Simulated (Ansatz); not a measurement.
**InAs under a change: In interstitial (started 2.49 Å from the nearest host atom), symmetric start**

Consider a 24-atom supercell of InAs in the zinc blende structure (space group F-43m, No. 216; a = 6.087 Å) at its relaxed geometry.

It is then changed as follows: one In atom is added in an open site, starting 2.49 Å from the nearest host atom, atoms relaxed at fixed cell.

The values are results of PBEsol (Ansatz, an electronic-structure program; PAW; 420 eV plane waves; no SOC), earlier PAW set, not measurements. Γ-centred 4×3×4 mesh, Fermi–Dirac width 0.05 eV.

```json
[
 {"quantity": "pressure", "base": "0.0 GPa", "changed": "3.1 GPa", "shift": "+3.1 GPa"},
 {"quantity": "largest displacement of a host atom from its site in the perfect cell", "base": "–", "changed": "0.29 Å", "shift": "–"},
 {"quantity": "final site of the added atom", "base": "–", "changed": "4 As at 2.77–2.80 Å and 6 In at 3.12 Å", "shift": "–"}
]
```

Cost of the whole job for the changed cell (relaxation, final SCF and bands): about 21 core-minutes (a rough figure).

In so small a cell the defect repeats every few ångströms: this is an ordered compound, not a dilute defect. The mesh was chosen for an insulator and is coarse for the gapless case. The defect started on the symmetric site and kept its symmetry, so it may sit on a saddle. All final runs are without spin polarisation. The defect cell is not spin-polarised.
